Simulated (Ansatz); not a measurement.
Start from ZrC in the rock salt structure (space group Fm-3m, No. 225; a = 4.709 Å; relaxed with 0.1 eV smearing).

Method: PBE (Ansatz, a first-principles code; PAW; 420 eV plane waves; no spin-orbit coupling).

Before the change:

| Item | Result |
|---|---|
| Pressure | 0.0 GPa |
| Band gap | zero |

Now apply this change: an isotropic linear strain of +1.50 %; the atoms relax in the strained cell.

### Question
How does this affect the energy relative to the base, pressure and band gap?

### Answer
The energy increases by 18 meV/atom; the pressure goes from zero to -9.1 GPa; the band gap stays zero.

Whether these cells are dynamically stable was not tested. All final runs are without spin polarisation.
